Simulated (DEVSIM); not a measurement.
System: abrupt InP p-n junction, at 300 K.

Layer 1 from the left is InP, thickness (μm) 0.0580, Na (cm⁻³) 6.4e17, τn (s) 6.7e-9, τp (s) 6.7e-9. Layer 2 from the left is InP, thickness (μm) 2.80, Nd (cm⁻³) 7.1e15, τn (s) 6.7e-9, τp (s) 6.7e-9.

Left contact: ohmic. Right contact: ohmic. Voltage is applied to the left contact. Recombination: SRH at mid-gap, Auger. Mobility is μmin + (μ − μmin)/(1 + (N/Nref)^α).

Constants are typed, rounded textbook-type inputs, not results; the design itself was drawn at random and stands for no fabricated device. Values at 300 K.

InP: gap (eV) 1.344, affinity (eV) 4.38, permittivity 12.5, Nc (cm⁻³) 5.7e17, Nv (cm⁻³) 1.1e19, μn (cm²/Vs) 5200, μp (cm²/Vs) 170, μn,min 400, μp,min 10, Nref,n 3e17, Nref,p 4.9e17, αn 0.47, αp 0.62, Cn (cm⁶/s) 9e-31, Cp (cm⁶/s) 9e-31.

### Question
Estimate by hand the built-in potential, the peak field at zero bias, the capacitance at -0.6 V, and compare with a numerical solution.

### Answer

- Built-in potential: ni = √(Nc Nv) exp(−Eg/2kT) = 1.29e7 cm⁻³ with Eg = 1.344 eV; Vbi = kT/q ln(Na Nd/ni²) = 1.157 V; numerical 1.157 V.
- Peak field at zero bias: depletion approximation: W = √(2εVbi/(qN)) = 0.477 μm with N = 7.02e15 cm⁻³; field = 2Vbi/W = 48500 V/cm; numerical 57900 V/cm (estimate below by 16 %).
- Capacitance at -0.6 V: C = √(qεN / 2(Vbi + |V|)) = 18.8 nF/cm²; numerical 19.2 nF/cm² (estimate below by 1.8 %).

Model (solved in DEVSIM): 1D drift-diffusion, Boltzmann statistics, complete ionisation; no tunnelling, impact ionisation, image-force lowering or self-heating.
